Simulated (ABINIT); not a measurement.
## ABINIT run on HfC (Fm-3m, 2 atoms in the cell): self-consistent single point

Method: PBE, PAW (JTH v2.0 PBE PAW) (plane waves; ABINIT).

Input as run:

```
# HfC, JTH v2.0 PBE PAW
pp_dirpath "./"
pseudos "Hf.GGA_PBE-JTH.xml, C.GGA_PBE-JTH.xml"
acell 3.2612019307 3.2612019307 3.2612019307 Angstrom
rprim
        -0.0000000000    0.7071067812    0.7071067812
         0.7071067812    0.0000000000    0.7071067812
         0.7071067812    0.7071067812   -0.0000000000
natom 2
ntypat 2
znucl 72 6
typat 1 2
xred
         0.0000000000    0.0000000000    0.0000000000
         0.5000000000    0.5000000000    0.5000000000
ecut 42 Ry
pawecutdg 84 Ry
pawxcdev 0
occopt 3
tsmear 0.00183747
nband 13
kptopt 1
ngkpt 10 10 10
nshiftk 1
shiftk 0 0 0
nstep 100
toldfe 1.0e-09
prtwf 0
prtden 0
```

Output, abridged:

```
 Symmetries : space group Fm -3 m (#225); Bravais cF (face-center cubic)

 -outvars: echo values of preprocessed input variables --------
            acell      6.1627785131E+00  6.1627785131E+00  6.1627785131E+00 Bohr
             ecut      2.10000000E+01 Hartree
              ixc     -101130
         kptrlatt       10    0    0      0   10    0      0    0   10
          kptrlen      6.16277851E+01
            natom           2
            nband          13
            ngfft          27      27      27
          ngfftdg          36      36      36
             nkpt          47
            nstep         100
             nsym          48
           ntypat           2
           occopt           3
        pawecutdg      4.20000000E+01 Hartree
         pawxcdev           0
            rprim     -0.0000000000E+00  7.0710678120E-01  7.0710678120E-01
                       7.0710678120E-01  0.0000000000E+00  7.0710678120E-01
                       7.0710678120E-01  7.0710678120E-01 -0.0000000000E+00
          spgroup         225
           toldfe      1.00000000E-09 Hartree
           tsmear      1.83747000E-03 Hartree
            typat      1  2
           useylm           1
             xred      0.0000000000E+00  0.0000000000E+00  0.0000000000E+00
                       5.0000000000E-01  5.0000000000E-01  5.0000000000E-01
            znucl       72.00000    6.00000

== DATASET  1 ==================================================================

 Real(R)+Recip(G) space primitive vectors, cartesian coordinates (Bohr,Bohr^-1):
 R(1)=  0.0000000  4.3577425  4.3577425  G(1)= -0.1147383  0.1147383  0.1147383
 R(2)=  4.3577425  0.0000000  4.3577425  G(2)=  0.1147383 -0.1147383  0.1147383
 R(3)=  4.3577425  4.3577425  0.0000000  G(3)=  0.1147383  0.1147383 -0.1147383
 Unit cell volume ucvol=  1.6550636E+02 bohr^3
 Angles (23,13,12)=  6.00000000E+01  6.00000000E+01  6.00000000E+01 degrees

 Coarse grid specifications (used for wave-functions):

 getcut: wavevector=  0.0000  0.0000  0.0000  ngfft=  27  27  27
         ecut(hartree)=     21.000   => boxcut(ratio)=   2.04816

 Fine grid specifications (used for densities):

 getcut: wavevector=  0.0000  0.0000  0.0000  ngfft=  36  36  36
         ecut(hartree)=     42.000   => boxcut(ratio)=   2.00233

   1.55524723E+03                                ecore*ucvol(ha*bohr**3)

_setup2: Arith. and geom. avg. npw (full set) are     760.237     760.214

--- !BeginCycle
solver: {iscf: 17, nstep: 100, nline: 4, wfoptalg: 10, }
tolerances: {toldfe: 1.00E-09, }
...

     iter   Etot(hartree)      deltaE(h)  residm     nres2
 ETOT  1  -55.029272887716    -5.503E+01 4.099E+00 1.263E+01
 ETOT  2  -55.852637717716    -8.234E-01 1.841E-01 1.431E+00
 ETOT  3  -55.851134062626     1.504E-03 4.574E-02 1.907E-01
 ETOT  4  -55.851166636444    -3.257E-05 7.556E-03 3.249E-02
 ETOT  5  -55.851056324541     1.103E-04 3.897E-03 2.317E-04
 ETOT  6  -55.851065752978    -9.428E-06 3.983E-03 2.268E-04
 ETOT  7  -55.851065395130     3.578E-07 1.031E-03 4.336E-05
 ETOT  8  -55.851065311447     8.368E-08 8.322E-04 9.751E-07
 ETOT  9  -55.851065318410    -6.963E-09 2.391E-04 1.894E-07
 ETOT 10  -55.851065318346     6.470E-11 1.393E-04 7.669E-09
 ETOT 11  -55.851065318308     3.759E-11 7.464E-05 3.243E-10

 At SCF step   11, etot is converged :
  for the second time, diff in etot=  3.759E-11 < toldfe=  1.000E-09

 Cartesian components of stress tensor (hartree/bohr^3)
  sigma(1 1)= -2.04577636E-04  sigma(3 2)=  0.00000000E+00
  sigma(2 2)= -2.04577636E-04  sigma(3 1)=  0.00000000E+00
  sigma(3 3)= -2.04577636E-04  sigma(2 1)=  0.00000000E+00

 ----iterations are completed or convergence reached----

 reduced coordinates (array xred) for    2 atoms
       0.000000000000      0.000000000000      0.000000000000
       0.500000000000      0.500000000000      0.500000000000
 cartesian forces (eV/Angstrom) at end:
    1     -0.00000000000000    -0.00000000000000    -0.00000000000000
    2     -0.00000000000000    -0.00000000000000    -0.00000000000000
 frms,max,avg= 0.0000000E+00 0.0000000E+00   0.000E+00  0.000E+00  0.000E+00 e/A
 length scales=  6.162778513061  6.162778513061  6.162778513061 bohr
              =  3.261201930700  3.261201930700  3.261201930700 angstroms
 Fermi (or HOMO) energy (hartree) =   0.01209   Average Vxc (hartree)=  -0.46086
 Eigenvalues (hartree) for nkpt=  47  k points:
 kpt#   1, nband= 13, wtk=  0.00100, kpt=  0.0000  0.0000  0.0000 (reduced coord)
  -2.23003   -1.07006   -1.07006   -1.07006   -0.44550    0.04866    0.04866    0.04866
   0.06284    0.06284    0.06284    0.13912    0.13912
      occupation numbers for kpt#   1
   2.00000    2.00000    2.00000    2.00000    2.00000    0.00000    0.00000    0.00000
   0.00000    0.00000    0.00000    0.00000    0.00000
 prteigrs : prtvol=0 or 1, do not print more k-points.

--- !EnergyTerms
comment             : Components of total free energy in Hartree
kinetic             :  8.63215320146905E+00
hartree             :  5.67155183749738E+00
xc                  : -1.12182268866534E+01
Ewald energy        : -4.80863826343825E+01
psp_core            :  9.39690326501048E+00
local_psp           : -1.08238122077961E+00
spherical_terms     : -1.91645910843529E+01
internal            : -5.58509735221915E+01
'-kT*entropy'       : -9.78247500164994E-05
total_energy        : -5.58510713469415E+01
total_energy_eV     : -1.51978494141387E+03
...

-Cartesian components of stress tensor (GPa)         [Pressure=  6.0189E+00 GPa]
- sigma(1 1)= -6.01888084E+00  sigma(3 2)=  0.00000000E+00
- sigma(2 2)= -6.01888084E+00  sigma(3 1)=  0.00000000E+00
- sigma(3 3)= -6.01888084E+00  sigma(2 1)=  0.00000000E+00

 Calculation completed.
```

The run converged in 11 iterations.

The starting cell comes from a database of computed structures (which also holds hypothetical and non-ambient phases and stackings), without a prior relaxation at this level. Its lattice was rescaled by a random factor within 2.5 % of one. With a pressure of about 6 GPa the cell is away from its equilibrium volume at this level.

Cost on one core of a shared machine: roughly 70 s.
